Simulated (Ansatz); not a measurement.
Lattice parameter c of WTe₂ (model structure, started from the 3R-MoS2 type, R3m, No. 160, 3 atoms in the cell) at several levels of theory

No measured value is used here.

```json
[
 {"level (code)": "PBE (Ansatz)", "value (Å)": "23.853"},
 {"level (code)": "PBEsol (Ansatz)", "value (Å)": "21.331"},
 {"level (code)": "PBE-D3(BJ) (Ansatz)", "value (Å)": "20.667"}
]
```

Density-functional levels without +SOC have no spin–orbit coupling. PBE-D3(BJ): a distance lies near a switch of the dispersion term, which can move the cell. Ansatz's density-functional and Hartree–Fock values are scalar-relativistic unless marked +SOC, with PAW data made under PBE.

A model structure was made by putting elements into a prototype or built by hand; it is no filed structure, need not be a known phase, and can be a saddle point held by its symmetry.

Ansatz is a first-principles code.
